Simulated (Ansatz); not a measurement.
## Report: zincblende CdSe (F-43m), uniaxial stress along [001]

Cell and atoms are relaxed with r2SCAN to each stress (compression positive); bands and masses by r2SCAN with spin-orbit coupling, rigid bands (plane waves, PAW; Ansatz, a quantum-chemistry and plane-wave program). Strains are changes of length against the unloaded cell.

```cif
data_CdSe
_chemical_formula_sum 'Cd1 Se1'
_space_group_name_H-M_alt 'P 1'
_space_group_IT_number 1
_cell_length_a 4.33709
_cell_length_b 4.33709
_cell_length_c 4.33709
_cell_angle_alpha 60.000
_cell_angle_beta 60.000
_cell_angle_gamma 60.000
loop_
_space_group_symop_operation_xyz
  'x, y, z'
loop_
_atom_site_label
_atom_site_type_symbol
_atom_site_fract_x
_atom_site_fract_y
_atom_site_fract_z
_atom_site_occupancy
Cd1 Cd 0.00000 0.00000 0.00000 1
Se1 Se 0.75000 0.75000 0.75000 1
```

```csv
stress (GPa),strain [001] (%),strain [100] (%),gap (eV),mₑ* [001],mₑ* [100],mₕ* [001],mₕ* [100]
-2.00,6.65,-2.71,0.770,0.107,0.095,0.92,0.43
-1.00,3.60,-1.48,0.852,0.106,0.100,0.93,0.57
0,0,0,0.925,0.103,0.103,0.79,0.79
1.00,-4.93,2.12,0.853,0.098,0.105,0.30,0.73
2.00,-14.23,6.18,0.714,0.088,0.104,0.185,0.75
```

[001] is the direction of the load; [010] strains as [100]. Masses are conductivity masses at 300 K in electron masses.

**Question.** From the two loads next to zero, find the Young modulus and the ratio of transverse to axial strain.

**Answer.** Between -1.00 and 1.00 GPa the strain along [001] changes by -8.53 % and that along [100] by 3.60 %. The modulus is 2.00/0.0853 = 23 GPa and the ratio of the strains 0.42 (r2SCAN, atoms relaxed). Along [001] C₁₁ = E(1 − ν)/((1 + ν)(1 − 2ν)) and C₁₂ = C₁₁ν/(1 − ν), which gives C₁₁ ≈ 61 GPa and C₁₂ ≈ 45 GPa.

**Question.** Is the response still linear at the largest tension?

**Answer.** The modulus predicts 8.53 % at -2.00 GPa; the table has 6.65 %, so the crystal is stiffer there.

**Question.** How fast does the gap move on either side of zero load?

**Answer.** Under tension, (0.852 − 0.925) eV over -1.00 GPa = 73 meV/GPa, or about -2.0 eV per unit strain; under compression, (0.853 − 0.925) eV over 1.00 GPa = -72 meV/GPa, or about 1.5 eV per unit strain. The two slopes part by 145 meV/GPa; gaps are resolved to about 0.01 eV, which allows 20 meV/GPa, so they differ, even in sign: the gap has a turning point near zero load.

**Question.** Take the carrier density and the relaxation time as fixed, so that ρ ∝ m*. What gauge factor (Δρ/ρ)/ε follows for current along [001] at the loads next to zero?

**Answer.** holes at -1.00 GPa: (0.93/0.79 − 1)/0.0360 ≈ 4.9; holes at 1.00 GPa: (0.30/0.79 − 1)/-0.0493 ≈ 13. These are means over a finite load; the small-strain gauge factor differs, most where the load has already emptied the upper valleys or bands. Carriers and loads whose mass moves by under 12 % aren't resolved and aren't listed. The change of shape, which adds a term of order 1 to 2, and that of the scattering between valleys or bands are left out.

Masses are those of dilute carriers in rigid bands with one relaxation time, without polarons. Third decimals of gaps are kept for the arithmetic. Every relaxation keeps the zincblende phase (space group I-4m2 under this load), so a transition, a distortion that breaks the symmetry or fracture can't show.
